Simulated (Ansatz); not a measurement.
# Input and output of a self-consistent single point for Pb (P6_3/mmc, 2 atoms in the cell) (Ansatz)

Computed with LDA (PW92), default PAW files made with PBE (plane waves; Ansatz, a quantum-chemistry and plane-wave program).

The input file:

Ansatz 0.2 input:
```yaml
crystal:
  lattice:
    - [3.454232, 0.000000, 0.000000]
    - [-1.727116, 2.991453, 0.000000]
    - [0.000000, 0.000000, 5.967403]
  atoms:
    - { symbol: Pb, position: [0.333333, 0.666667, 0.250000] }
    - { symbol: Pb, position: [0.666667, 0.333333, 0.750000] }
basis:
  ecutwfc: 420.0
kpoints:
  mp_grid: { grid: [11, 11, 6] }
hamiltonian:
  xc: lda
  pseudopotentials: { kind: paw }
scf:
  occupations: { method: gaussian, width: 0.1 }
output:
  forces: true
  eigenvalues: true
  stress: true
```

The program printed (abridged):

```
WARN the atoms were moved onto the symmetric positions of the space group found under crystal.symmetry.tolerance 1.0e-5 (fractional …
WARN ansatz: RAYON_NUM_THREADS=1 ignored (pool sized by the plan → 1); use --threads N
Pseudopotentials: kind: paw
Pseudopotential: Pb, paw, valence charge 14
Crystal: 2 atoms, lattice volume = 61.662 Å³
Basis set: ecut = 420 eV, 1159 PW (Γ)
Bands: 18, of which v1, the nominal top of the filled ones, is band 14 counted from 1 (13 counted from 0)
Symmetry: 24 space group operations
Space group: P63/mmc (ITA 194), of the structure as read, at distance tolerance 4.0e-5 Å
k-points: 64 of 726
PAW frozen core: Pb, regenerated for the run's functional, and the local potential with it
Initial density: superposition of atomic densities (neutral atoms: chi_scale 0, normalization atom), corrected by the library's trained network
Initial wavefunctions: pseudopotential atomic-orbital guess
Eigensolver: davidson
Functional: x = slater, c = lda
SCF iter   1: F=—  HF=-23204.652612 eV  |F-HF|=—  |Δ(HF+E_count)|=         —  Δρ=4.49e-3  dr2=7.43e-3  ethr=1.77e-3  ⟨swp⟩=6.0  Hψ=5322  notcnv=0
all-band conjugate gradients solve this SCF's bands
preconditioner: auto → Kerker (q_TF=auto, 2.392 Å⁻¹)
SCF iter   2: F=—  HF=-23204.648946 eV  |F-HF|=—  |Δ(HF+E_count)|=   3.67e-3  Δρ=2.43e-3  dr2=2.25e-3  ethr=2.65e-5  ⟨swp⟩=2.2  Hψ=2091  notcnv=0
SCF iter   3: F=—  HF=-23204.648201 eV  |F-HF|=—  |Δ(HF+E_count)|=   7.45e-4  Δρ=4.21e-4  dr2=1.07e-4  ethr=8.05e-6  ⟨swp⟩=2.0  Hψ=1904  notcnv=0
SCF iter   4: F=—  HF=-23204.648192 eV  |F-HF|=—  |Δ(HF+E_count)|=   8.33e-6  Δρ=2.51e-4  dr2=2.86e-5  ethr=3.83e-7  ⟨swp⟩=2.0  Hψ=2025  notcnv=0
SCF iter   5: F=—  HF=-23204.648184 eV  |F-HF|=—  |Δ(HF+E_count)|=   8.63e-6  Δρ=6.01e-5  dr2=2.53e-6  ethr=1.02e-7  ⟨swp⟩=2.1  Hψ=1794  notcnv=0
SCF iter   6: F=—  HF=-23204.648184 eV  |F-HF|=—  |Δ(HF+E_count)|=   2.22e-7  Δρ=1.50e-5  dr2=2.13e-7  ethr=9.04e-9  ⟨swp⟩=1.0  Hψ=1141  notcnv=0
SCF iter   7: F=-23204.648183 eV  HF=-23204.648183 eV  |F-HF|=4.42e-9  |Δ(HF+E_count)|=   3.19e-8  Δρ=2.55e-6  dr2=6.73e-9  ethr=3.57e-10  ⟨swp⟩=6.0  Hψ=4599  notcnv=0
SCF 1 converged in 7 iterations: F = -23204.648183 eV  dr2 = 6.73e-9
SCF converged after 7 iterations
Free energy (F): -23204.648183 eV
Harris-Foulkes:  -23204.648183 eV  (|F-HF|=4.42e-9)
Internal energy: -23204.644532 eV  (E = F + TS)
E sigma→0 (E₀):  -23204.646358 eV
Entropy (-TS):   -0.003652 eV (-1.826 meV/atom)
Fermi energy:    10.306722 eV
--- Per-component energies (eV) ---
  E_band       = -88.745773
  E_kinetic    = 578.703906
  E_local      = -2063.065096  (includes V_loc(G=0)·N_el)
  E_nonlocal   = 707.279717
  E_hartree    = 814.292791
  E_xc         = -438.267361
  E_vxc        = -267.045014  (∫ρ·V_xc dr)
  E_paw        = -20205.036357  (= ΣΔE_a)
  E_vpaw       = -673.201280  (= ΣTr[D̂ρ^β])
  E_aug_tail   = 0.000094  (compensation charges beyond the density's cutoff)
  E_ewald      = -2598.396799
  E_core_change = -0.155427  (= ΣΔE_core)
  E_smearing   = -0.003652  (= −TS)
  E_closure    = -0.000000  (closes the sum)
  Σ components = -23204.648183   (vs F -23204.648183, Δ=0.00e0)
--- Forces (eV/Å), atoms counted from 1 ---
  atom   1  Pb     0.00000000     0.00000000     0.00000000
  atom   2  Pb    -0.00000000    -0.00000000     0.00000000
  max |Σ_I F_I| component: 9.25e-18 eV/Å
--- Stress (GPa, compression-positive) ---
       -2.028346       0.000000       0.000000
        0.000000      -2.028346       0.000000
        0.000000       0.000000      -4.805184
  P = ⅓ Tr σ = -2.9540 GPa (-29.540 kbar)
  The stress holds the Pulay correction. Without it, at fixed plane waves, as pw.x and ABINIT print it: P = -2.9729 GPa
--- Band table (eV; the first three rows and the last of 64) ---
  k-point 0: bands = ["-6.6576", "-6.6558", "-6.6131", "-6.6131", "-6.5971", "-6.5971", "-6.4989", "-6.4989", "-6.3758", "-6.3758", "-1.3414", "1.6986", "6.1369", "16.3840", "16.3840", "16.6309", "17.9319", "17.9319"]
  k-point 1: bands = ["-6.6563", "-6.6546", "-6.6161", "-6.6161", "-6.6006", "-6.6006", "-6.4866", "-6.4866", "-6.3816", "-6.3816", "-1.2221", "1.2872", "6.8105", "15.1599", "16.4753", "16.4753", "17.8181", "17.8181"]
  k-point 2: bands = ["-6.6536", "-6.6524", "-6.6193", "-6.6193", "-6.6088", "-6.6088", "-6.4580", "-6.4580", "-6.3989", "-6.3989", "-0.8658", "0.4826", "8.3968", "12.7672", "16.7338", "16.7338", "17.5111", "17.5111"]
  k-point 63: bands = ["-6.6357", "-6.6357", "-6.5503", "-6.5503", "-6.5215", "-6.5215", "-6.4432", "-6.4432", "-6.3682", "-6.3682", "3.2841", "3.2841", "7.8035", "7.8035", "9.3444", "9.3444", "14.5732", "14.5732"]
```

The run converged in 7 iterations.

The starting cell comes from a database of computed structures (which also holds hypothetical and non-ambient phases and stackings), without a prior relaxation at this level. Its lattice was rescaled by up to half a per cent. Spin-orbit coupling is off. Ansatz's pressure includes its estimate of the finite-basis (Pulay) stress.
